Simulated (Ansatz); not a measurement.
The parent structure is KF in the rock salt structure (space group Fm-3m, No. 225).

```xyz
2
Lattice="0.0000 2.6534 2.6534 2.6534 0.0000 2.6534 2.6534 2.6534 0.0000" Properties=species:S:1:pos:R:3 pbc="T T T"
K      0.0000     0.0000     0.0000
F      2.6534     2.6534     2.6534
```

Cartesian axes are those of the cell as printed.

Computed with Ansatz (an electronic-structure program), PBEsol, PAW, cutoff 420 eV, no SOC.

Strains are applied to the cell and any free atomic positions relax.

One change was made to it. Results:

The energy increases by 0.4 meV/atom; the band gap drops by 0.056 eV to 6.10 eV; the gap character remains direct at Γ.

What was done to the base?
A. uniaxial strain ε_zz = +3.00 %
B. uniaxial strain ε_zz = −0.50 %
C. uniaxial strain ε_zz = +2.00 %
D. uniaxial strain ε_zz = +1.00 %

D, uniaxial strain ε_zz = +1.00 %. For comparison, the band gap in the other runs: uniaxial strain ε_zz = −0.50 % gives 6.17 eV; uniaxial strain ε_zz = +2.00 % gives 6.04 eV; uniaxial strain ε_zz = +3.00 % gives 5.99 eV.

Stability against distortions was not tested. Labels are those of the standard path for the cell's own space group.
